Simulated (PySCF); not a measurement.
PySCF 2.14.0, HF/def2-svp, df: Mo(O)(NMe)(Cl)(Br) (C[N]=[Mo](=[O])([Cl])[Br]), 9 atoms. The geometry is a generated start, not checked to be a minimum at this level.

| Property | Value |
|---|---|
| task | energy |
| method | hf |
| basis | def2-svp |
| two-electron scheme | density fitting |
| mol.max_memory | 3000 MB |
| mf.max_cycle | 100 |
| mf.conv_tol | 1e-09 (default) |
| effective core potentials | those of the basis set, past Kr |
| basis functions | 138 |

```xyz
9

Mo     0.1941    -0.4478     1.3980
O      1.6893    -0.0628     1.9545
N     -0.1385     0.0108    -0.2447
C     -0.0691     0.4765    -1.5677
H     -1.0040     0.9768    -1.8420
H      0.7621     1.1853    -1.6895
H      0.0797    -0.3659    -2.2517
Cl    -0.1623    -2.5837     1.5569
Br    -1.3514     0.8109     2.6861
```

Charge 0 and multiplicity 1 are set for this test and not shown to be the ground state.

With the defaults (mf.DIIS = CDIIS, mf.diis = true, mf.damp = 0, mf.diis_start_cycle = 1, mf.level_shift = 0, mf.init_guess = minao, mf.diis_space = 8) it converges in 19 Fock builds. One run each on 2 threads, 1 BLAS thread, with these changes:
- mf.damp = 0.7, mf.diis_start_cycle = 8
- mf.level_shift = 0.1 Hartree
- mf.diis_space = 20
- mf.level_shift = 1 Hartree
- mf.diis = false, mf.damp = 0.7, mf.diis_start_cycle = 999
- mf.diis = false
- mf.init_guess = huckel
- mf.DIIS = EDIIS
- mf.init_guess = atom

Which of these changes keep the SCF from converging, or lead it to another solution?

No convergence: mf.DIIS = EDIIS; mf.diis = false; mf.diis = false, mf.damp = 0.7, mf.diis_start_cycle = 999 (the run ends without SCF convergence in 100 cycles). The rest reach the solution of the defaults.

| setting | Fock builds | end |
|---|---|---|
| mf.diis_space = 20 | 18 | same solution |
| mf.init_guess = atom | 18 | same solution |
| the defaults | 19 | same solution |
| mf.level_shift = 0.1 Hartree | 20 | same solution |
| mf.init_guess = huckel | 20 | same solution |
| mf.damp = 0.7, mf.diis_start_cycle = 8 | 22 | same solution |
| mf.level_shift = 1 Hartree | 35 | same solution |
| mf.DIIS = EDIIS | 101 | no convergence |
| mf.diis = false | 101 | no convergence |
| mf.diis = false, mf.damp = 0.7, mf.diis_start_cycle = 999 | 101 | no convergence |
